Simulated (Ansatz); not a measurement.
## Lattice constant a of Zr2B2Si (model structure, started from the Ti2InB2 type, P-6m2, No. 187, 5 atoms in the cell) at several levels of theory

No measured value is used here.

Task: Put these levels in order of the lattice constant a that they give for Zr2B2Si (model structure, started from the Ti2InB2 type, P-6m2, No. 187, 5 atoms in the cell), smallest first: LDA (Ansatz, a quantum-chemistry and plane-wave program), PBEsol (Ansatz), r²SCAN (Ansatz).

Result: LDA (3.141 Å), PBEsol (3.162 Å), r²SCAN (3.185 Å)

Cutoffs differ between the levels. Ansatz's density-functional and Hartree–Fock values are scalar-relativistic unless marked +SOC, with PAW data made under PBE.

A model structure was made by putting elements into a prototype or built by hand; it is no filed structure, need not be a known phase, and can be a saddle point held by its symmetry.
